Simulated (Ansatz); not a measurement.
The reference is Cu in the fcc (Cu type) structure (space group Fm-3m, No. 225; a = 3.564 Å; relaxed with 0.1 eV smearing). Axes: x, y, z lie along the cube axes.

Calculations: Ansatz (an electronic-structure program) PBEsol, spin-orbit coupling left out.

Strains are applied to the cell and any free atomic positions relax; under biaxial strain the out-of-plane vector relaxes too.

One change was made to it. Results:

| quantity | base | after |
|---|---|---|
| pressure (mean of the normal stresses, compression positive) | 0.0 GPa | -1.7 GPa |
| volume per atom | 11.32 Å³ | 11.44 Å³ |

### Question
Which of these changes matches the shifts?
(A) biaxial strain +1.25 %, plane normal [111], relaxed out of plane
(B) biaxial strain +1.67 %, plane normal [111], relaxed out of plane
(C) biaxial strain +0.83 %, plane normal [111], relaxed out of plane

### Answer
C, biaxial strain +0.83 %, plane normal [111], relaxed out of plane. For comparison, the pressure in the other runs: biaxial strain +1.67 %, plane normal [111], relaxed out of plane gives -3.2 GPa; biaxial strain +1.25 %, plane normal [111], relaxed out of plane gives -2.5 GPa.

No phonon test of stability was made. The final runs are not spin-polarised.
